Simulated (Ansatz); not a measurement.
# What uniaxial strain ε_zz = −1.50 % does to Au

The parent structure is Au in the fcc (Cu type) structure (space group Fm-3m, No. 225; a = 4.0830 Å; relaxed with 0.1 eV smearing). Axes: x, y, z lie along the cube axes.

The change: the cell is compressed by 1.50 % along z with no lateral relaxation, atoms relaxed at fixed cell.

Calculations: PBEsol, PAW, 420 eV (Ansatz, a program for electronic structure; scalar-relativistic without spin-orbit coupling). Γ-centred 28×28×28 mesh, Fermi–Dirac width 0.1 eV.

| quantity | base | changed | shift |
|---|---|---|---|
| volume per atom | 17.02 Å³ | 16.76 Å³ | -0.26 Å³ |
| space group | Fm-3m (No. 225) | I4/mmm (No. 139) | – |
| energy relative to the base (free energy F) | 0 meV/atom | +2.4 meV/atom | +2.4 meV/atom |
| pressure (mean of the normal stresses, compression positive) | 0.0 GPa | 2.8 GPa | +2.8 GPa |
| band gap | zero | zero | – |
| stress (xx, yy, zz, yz, xz, xy; compression positive) | – | (2.6, 2.6, 3.1, 0.0, 0.0, 0.0) GPa | – |

Final structure:

```
Au
1.0
    0.00000     2.04148     2.01086
    2.04148     0.00000     2.01086
    2.04148     2.04148     0.00000
Au
1
Direct
  0.00000   0.00000   0.00000
```

Cost of the whole job for the changed cell (relaxation, final SCF and bands): roughly 30 core-seconds.

Stability against distortions was not tested.
